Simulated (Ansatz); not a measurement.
OH on the 1x1 (0001) surface of corundum (cut with top plane Al), one in a 1x1 cell, energies for each (20.0 Å²). Energies are against H2O(g) − ½ H2(g), without zero-point or thermal terms; each row is named by its start (#2, #3: further inequivalent places of a kind).

Host crystal: corundum, with a band gap (PBE, scalar-relativistic without spin-orbit coupling).

The numbers are results of PBE (plane waves to 420 eV, PAW; Ansatz, a program for electronic structure), not measurements.

Slab: 22 atoms, 6.7 Å thick at the start under the adsorbate (thin: gaps and levels are the slab's own); k 6x6x1, smearing 0.01 eV, dipole-corrected; 9 atoms held, the rest relaxed; each run with such symmetry as its start has; spin-polarised, no spin-orbit, no U, no dispersion correction.

A negative adsorption energy means that the adsorbate is more stable on the surface than in its reference. Starts that drift may end in the same place. Heights count from the host atoms within 0.3 Å of the top one. Moments of ungapped slabs depend on the mesh.

```tsv
starting site	E_ads (eV)	height (Å)	nearest host atom (Å)	bonded to	change of the vacuum step (eV)	lateral drift (Å)	moment (μB)
top Al	0.90	1.74	Al 1.74	Al	0.98	0.0	1.0
top O	0.90	1.74	Al 1.74	Al	0.96	1.7	1.0
over Al at depth 1.0 Å	0.90	1.74	Al 1.74	Al	0.96	2.7	1.0
over Al at depth 1.2 Å	0.90	1.74	Al 1.74	Al	0.99	2.7	1.0
hollow Al-O-O-O over O at depth 2.3 Å	0.90	1.74	Al 1.74	Al	0.99	1.6	1.0
hollow Al-O-O-O over O at depth 2.3 Å #2	0.90	1.74	Al 1.74	Al	0.97	1.6	1.0
bridge O-O (span 2.6 Å)	0.90	1.74	Al 1.74	Al	0.98	2.2	1.0
```
